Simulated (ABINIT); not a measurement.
Band structure of HfO₂ (Fm-3m, 3 atoms in the cell).

```
CELL_PARAMETERS angstrom
      0.00000     2.54178     2.54178
      2.54178     0.00000     2.54178
      2.54178     2.54178     0.00000
ATOMIC_POSITIONS crystal
  Hf 0.00000 0.00000 0.00000
  O  0.25000 0.25000 0.25000
  O  0.75000 0.75000 0.75000
```

Method: PBE, norm-conserving pseudopotentials (PseudoDojo nc-sr-05 PBE standard) (plane waves; ABINIT).

Settings: pseudos = [Hf.upf, O.upf]; ecut = 84 Ry; occopt = 3; tsmear = 0.00073499 Ha; ngkpt = 9 9 9; nshiftk = 1; shiftk = 0 0 0; potentials = PseudoDojo nc-sr-05 PBE standard; kptopt = 1; nstep = 80; tolvrs1 = 1e-10; ndtset = 2; getden2 = 1.

The starting cell has typed, rounded lattice constants, without a prior relaxation at this level. Its lattice was rescaled by a random factor within 2.5 % of one. Spin-orbit coupling is off.

Predict the gap along the standard path and the places of the band edges.

The gap along the path is 3.82 eV, direct at X to within 0.01 eV.

Levels in eV from the top of the valence band on the SCF mesh, bands 9 to 16:
```
point      9     10     11     12    13    14    15     16
-----  -----  -----  -----  -----  ----  ----  ----  -----
Γ      -5.23  -0.55  -0.55  -0.55  3.97  3.97  5.85  10.39
X      -3.38  -1.48  -1.48   0.05  3.87  5.58  6.66   8.17
W      -2.49  -2.49  -1.34  -0.15  4.88  5.23  7.11   7.11
K      -3.27  -2.17  -1.26  -0.28  4.39  5.50  6.95   7.56
L      -2.99  -2.64  -1.77  -1.77  4.69  4.69  7.01   9.10
U      -3.27  -2.17  -1.26  -0.28  4.39  5.50  6.95   7.56
```
